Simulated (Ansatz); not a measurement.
We consider cubic perovskite KMgF₃, described by LDA (plane waves, PAW; Ansatz, a first-principles code).

Run with plane-wave cutoff 520 eV, 8×8×8 k mesh, Fermi–Dirac smearing 0.01 eV, scalar-relativistic PAW data made under PBE.

Results at a series of volumes:

| V (Å³/atom) | E − E_lowest (meV/atom) | P (GPa) |
|---|---|---|
| 11.222 | 13.01 | 6.15 |
| 11.461 | 5.57 | 3.87 |
| 11.700 | 1.35 | 1.83 |
| 11.938 | 0.00 | 0.01 |
| 12.177 | 1.22 | -1.62 |
| 12.416 | 4.75 | -3.08 |
| 12.655 | 10.34 | -4.39 |

Problem. Estimate the bulk modulus from the pressures at 11.700 and 12.177 Å³/atom, and compare it with a fit to all energies.

Solution. B = −V dP/dV. Between V = 11.700 and 12.177 Å³/atom, dP/dV = (-1.62 − (1.83))/(12.177 − 11.700) = -7.23 GPa per Å³/atom; at the midpoint 11.938 Å³/atom this gives B ≈ 86.3 GPa. The third-order Birch–Murnaghan fit gives V0 = 11.940 Å³/atom, B0 = 86.2 GPa, B′ = 4.5, which lies within 1 % of that estimate.

Measured, for comparison: bulk modulus 75.1 GPa (room temperature, not corrected to a static lattice, our sources range from 71.2 to 75.1; as tabulated in Vaitheeswaran et al. (2007), arXiv:cond-mat/0703621); equilibrium volume per atom 12.70 Å³/atom (room temperature, not corrected to a static lattice; as tabulated in Vaitheeswaran et al. (2007), arXiv:cond-mat/0703621). Computed (rounded) less measured: bulk modulus +15 % (+15 % to +21 % over the range), equilibrium volume per atom -6.0 %.

Computed values are for the static lattice.
